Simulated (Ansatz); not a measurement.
SrZrO3 (Imma, No. 74, 10 atoms in the cell; start mp-1080575; a measured phase of this formula has another space group) was calculated with LDA (Ansatz, a quantum-chemistry and plane-wave program, plane waves, PAW).

Numerical settings: plane-wave cutoff 520 eV, 8×8×8 k mesh, Fermi–Dirac smearing 0.01 eV, scalar-relativistic PAW data made under PBE.

Cell (relaxed with PBEsol):

SrZrO3 is modelled in the orthorhombic space group Imma (No. 74), Pearson symbol oI20. Lattice parameters: a = 5.796 Å, b = 8.135 Å, c = 5.813 Å, α = β = γ = 90.00°. Sr on 4e has 5 O at 2.480–2.596 Å and 2 O at 2.952 Å and 5 O at 3.203–3.334 Å. Zr on 4a sees 6 O at 2.088–2.093 Å (octahedral). O1 on 4e is surrounded by 2 Zr at 2.093 Å and 1 Sr at 2.480 Å and 2 Sr at 2.952 Å and 1 Sr at 3.334 Å. O2 on 8g has 2 Zr at 2.088 Å and 2 Sr at 2.596 Å and 2 Sr at 3.203 Å. (Neighbours: up to the widest gap in distance over summed covalent radii, below 1.35, at either atom; cation-cation and far metal-metal contacts left out.)
(The calculation used a cell of 10 atoms; values per cell refer to that cell.)

Problem. Give the computed band gap and smallest direct gap on the k points sampled.

Solution. 
- band gap: 3.56 eV
- smallest direct gap on the k points sampled: 3.63 eV

Note: cell and atoms aren't relaxed at this level (pressure -4.3 GPa).

Spin–orbit coupling is not included.

Static lattice: no zero-point or thermal effects.

The result took about 80 core-seconds (a rough figure).

A start named mp-… is a Materials Project structure, which need not be a measured phase.
